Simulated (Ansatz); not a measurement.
Sc3Mo (model structure, started from the Cu3Au type, Pm-3m, No. 221, 4 atoms in the cell), treated with PBEsol (Ansatz, a quantum-chemistry and plane-wave program, PAW).

Excerpt of the program's output:

```
WARN output.stress: scf.convergence.dr2_threshold = 1e-7 eV (the SCF's general default) is looser than the 4e-10 eV advised for a printed stress (1e-10 eV for …
Relaxation: its limit of steps is 80 (relax.max_steps)
Crystal: 4 atoms, lattice volume = 78.282 Å³
Basis set: ecut = 520 eV, 2103 PW (Γ), exchange–correlation on 64×64×64 points (8 copies of the dense FFT grid, shifted against one another)
Bands: 29, of which v1, the nominal top of the filled ones, is band 24 counted from 1 (23 counted from 0)
Symmetry: 48 space group operations
Space group: Pm-3m (ITA 221), of the structure as read, at distance tolerance 4.3e-5 Å
k-points: 120 of 2744
Functional: x = pbesol(κ = 0.804, μ = 0.12345679012345678), c = pbesol(β = 0.046)
SCF iter   1: F=—  HF=-11230.890664 eV  |F-HF|=—  |Δ(HF+E_count)|=         —  Δρ=7.88e-3  dr2=6.19e-2
SCF iter   2: F=—  HF=-11230.883107 eV  |F-HF|=—  |Δ(HF+E_count)|=   7.56e-3  Δρ=3.96e-3  dr2=1.44e-2
  ...
SCF iter   5: F=—  HF=-11230.879933 eV  |F-HF|=—  |Δ(HF+E_count)|=   1.07e-4  Δρ=3.36e-5  dr2=8.94e-7
SCF iter   6: F=-11230.879932 eV  HF=-11230.879932 eV  |F-HF|=1.25e-8  |Δ(HF+E_count)|=   5.11e-8  Δρ=6.37e-6  dr2=3.02e-8
SCF 1 converged in 6 iterations: F = -11230.879932 eV  dr2 = 3.02e-8
relax step   1: F+E_penalty+E_count = -11230.87993247 eV  Δ(F+E_penalty+E_count) = +0.000e0 eV  max|allowed force component| = 3.987e-29 eV/Å  Δτ_max = 0.0000 Å  (6 SCF iters, accepted)
SCF converged after 6 iterations
Free energy (F): -11230.879932 eV
Internal energy: -11230.853407 eV  (E = F + TS)
E sigma→0 (E₀):  -11230.866670 eV
Fermi energy:    13.045591 eV
--- Forces (eV/Å), atoms counted from 1 ---
  atom   1  Sc     0.00000000     0.00000000     0.00000000
  atom   2  Sc    -0.00000000    -0.00000000     0.00000000
  atom   3  Sc    -0.00000000    -0.00000000    -0.00000000
  atom   4  Mo    -0.00000000    -0.00000000    -0.00000000
--- Stress (GPa, compression-positive) ---
        1.819353      -0.000000       0.000000
        0.000000       1.819353       0.000000
        0.000000      -0.000000       1.819353
  P = ⅓ Tr σ = 1.8194 GPa (18.194 kbar)
```

Question: Write an input file that could have produced this run (the log leaves some choices open).

Answer: This is not unique; one that fits is 
Ansatz 0.2 input:
```yaml
crystal:
  lattice:
    - [4.2778002878, 0.0, 0.0]
    - [0.0, 4.2778002878, 0.0]
    - [0.0, 0.0, 4.2778002878]
  atoms:
    - { symbol: Sc, position: [0.0, 0.5, 0.5] }
    - { symbol: Sc, position: [0.5, 0.5, 0.0] }
    - { symbol: Sc, position: [0.5, 0.0, 0.5] }
    - { symbol: Mo, position: [0.0, 0.0, 0.0] }
basis:
  ecutwfc: 520
  ecutrho_ratio: 4
  xc_grid: 2
kpoints:
  mp_grid: { grid: [14, 14, 14] }
hamiltonian:
  xc: pbesol
  dispersion: none
  pseudopotentials: { kind: paw }
scf:
  occupations: { method: fermi_dirac, width: 0.05 }
output:
  forces: true
  stress: true
  eigenvalues: true
relax:
  f_tol: 0.004
  escape_saddle: false
  max_steps: 80
```

The cell is one volume of an energy–volume scan, off the minimum.

The PAW data were made under PBE.

Note: the run has no spin polarisation, so it can have missed a magnetic state. Note: the relaxation could raise the start's symmetry but not lower it, so the cell can be a saddle point.

Computing time: very roughly 20 core-seconds.

A model structure was made by putting elements into a prototype or built by hand; it is no filed structure, need not be a known phase, and can be a saddle point held by its symmetry.
